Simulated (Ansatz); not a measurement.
CoO (model structure, F-43m, No. 216, 2 atoms in the cell) was calculated with r²SCAN in Ansatz (PAW).

Settings: plane-wave cutoff 560 eV, 22×22×22 k mesh, Fermi–Dirac smearing 0.05 eV, spin-polarised with parallel moments, scalar-relativistic PAW data made under PBE.

Cell (relaxed at this level):

```
CoO
1.0
    0.00000     2.27099     2.27099
    2.27099     0.00000     2.27099
    2.27099     2.27099     0.00000
O Co
1 1
Direct
  0.75000   0.75000   0.75000
  0.00000   0.00000   0.00000
```
Starting moments (μB, in the order of the record's atoms O Co): 0.0 3.0.

Problem. What does this level give for the band gap and bulk modulus B0?

Solution. 
* **band gap**: 0.32 eV (on the SCF k mesh)
* **bulk modulus B0**: 145 GPa

Note: the magnetic order was assumed, not searched for or taken from measurement; the bulk modulus is −V dP/dV from two relaxed cells at ±2 % in volume; the relaxation could raise the start's symmetry but not lower it, so the cell can be a saddle point; without U or exact exchange, gaps and moments of open d shells tend to come out too small.

Computed values are for the static lattice.

A model structure was made by putting elements into a prototype or built by hand; it is no filed structure, need not be a known phase, and can be a saddle point held by its symmetry.

Ansatz is a first-principles code.
